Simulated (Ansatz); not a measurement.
Ansatz (a first-principles code) run on ScAl (P4mm, 2 atoms in the cell): relaxation of the atoms.

Level of theory: LDA (PW92), default PAW files made with PBE (plane waves; Ansatz).

The change in words: one atom moved by 0.15 angstrom; relax: default → atoms; relax.f_tol: default → 0.001 eV/Å. Reference geometry:
```
ScAl
1.0
    3.38046     0.00000     0.00000
    0.00000     3.38046     0.00000
    0.00000     0.00000     3.38046
Sc Al
1 1
Direct
  0.50000   0.50000   0.50000
  0.00000   0.00000   0.00000
```

Reference input (self-consistent single point, DFT, LDA (PW92), plane waves, default PAW files made with PBE): basis.ecutwfc = 30.9 Ry; kpoints.mp_grid.grid = 10 10 10; hamiltonian.xc = lda; hamiltonian.pseudopotentials = {kind: paw} (the program's default PAW files); scf.occupations.method = fermi_dirac; scf.occupations.width = 0.0073 Ry. This run's input differs from it in these lines:

```diff
@@ -6,3 +6,3 @@
   atoms:
-    - { symbol: Sc, position: [0.500000, 0.500000, 0.500000] }
+    - { symbol: Sc, position: [0.500000, 0.500000, 0.544373] }
     - { symbol: Al, position: [0.000000, 0.000000, 0.000000] }
@@ -17,2 +17,4 @@
   occupations: { method: fermi_dirac, width: 0.0073 Ry }
+relax:
+  f_tol: 0.001
 output:
```

Output, abridged:

```
   [... SCF lines of the steps left out ...]
relax step   1: F+E_penalty+E_count = -2602.79596935 eV  Δ(F+E_penalty+E_count) = +0.000e0 eV  max|allowed force component| = 6.544e-1 eV/Å  Δτ_max = 0.0000 Å  (6 SCF iters, dr2 threshold 1.00e-7 eV, accepted)
relax step   2: F+E_penalty+E_count = -2602.82617702 eV  Δ(F+E_penalty+E_count) = -3.021e-2 eV  max|allowed force component| = 4.057e-1 eV/Å  Δτ_max = 0.1215 Å  (5 SCF iters, dr2 threshold 2.68e-5 eV, accepted)
relax step   3: F+E_penalty+E_count = -2602.84504504 eV  Δ(F+E_penalty+E_count) = -1.887e-2 eV  max|allowed force component| = 4.705e-3 eV/Å  Δτ_max = 0.0460 Å  (4 SCF iters, dr2 threshold 1.03e-5 eV, accepted)
relax step   4: F+E_penalty+E_count = -2602.84504567 eV  Δ(F+E_penalty+E_count) = -6.294e-7 eV  max|allowed force component| = 4.782e-3 eV/Å  Δτ_max = 0.0000 Å  (4 SCF iters, accepted)
relax step   5: F+E_penalty+E_count = -2602.84504829 eV  Δ(F+E_penalty+E_count) = -2.625e-6 eV  max|allowed force component| = 8.888e-6 eV/Å  Δτ_max = 0.0005 Å  (4 SCF iters, accepted)
the relaxation is at rest under the 8 symmetry operations that the run kept from its start: a minimum is not shown …
Stability not checked: this state was not tested for a lower state beside it, because too few of the mixer's solves of this state at the end of the SCF gave a …
Free energy (F): -2602.845048 eV
Internal energy: -2602.814283 eV  (E = F + TS)
E sigma→0 (E₀):  -2602.829666 eV
Entropy (-TS):   -0.030765 eV (-15.383 meV/atom)
Fermi energy:    9.254443 eV
--- Forces (eV/Å), atoms counted from 1 ---
  atom   1  Sc     0.00000000     0.00000000     0.00000711
   [... lines left out ...]
--- Relaxed structure (5 steps of the walk, 5 accepted, 0 SCFs on fresh bases) ---
  F+E_penalty+E_count = -2602.84504829 eV   max|allowed force component| = 8.888e-6 eV/Å
  atoms:
    - { symbol: Sc, position: [0.49999999999999994, 0.49999999999999994, 0.5221861893694186] }
    - { symbol: Al, position: [-2.2877981532489187e-34, 0.0, 0.022186810630581234] }
```

The run converged. 

Summary of the result:
```
Property                                                Result
-----------------------------------------------  -------------
Free energy E − TS (on the zero of these files)  -2602.8450 eV
Fermi level (on the code's own zero)                   9.25 eV
Pressure                                             -4.91 GPa
Relaxation steps                                             5
```

The starting cell comes from a database of computed structures (which also holds hypothetical and non-ambient phases and stackings), without a prior relaxation at this level. Its lattice was rescaled by up to half a per cent. For this run, on top of that: one atom moved by 0.15 angstrom. The relaxation keeps the symmetry of its start, so its end need not be a minimum. Ansatz's pressure includes its estimate of the finite-basis (Pulay) stress.

Keys are those of Ansatz 0.2.
